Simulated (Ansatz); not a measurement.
The starting structures come from a database of crystals and need not be the phases stable at ambient conditions.

By PBEsol, the system below comes out a metal.

Crystal: CuAu₃ (P6_3/mmc, not sure to be the ambient phase, 8 atoms a cell, 16.2 Å³ an atom, -5 GPa at this level); planes in its conventional cell.

All values below come from PBEsol (plane waves, PAW; Ansatz, a program for electronic structure).

G/A = (e²/h) × open channels of both spins per area, as a mean over 0.1 eV about the Fermi level, without spin-orbit coupling, for the cells as given.

```
plane  area (Å²)  G/A (10¹⁵ S/m²)
-----  ---------  ---------------
(001)       27.5             0.80
(110)       45.9                …
```

Q: What belongs in the gaps?

A: 
- (110), G/A (10¹⁵ S/m²): 0.55
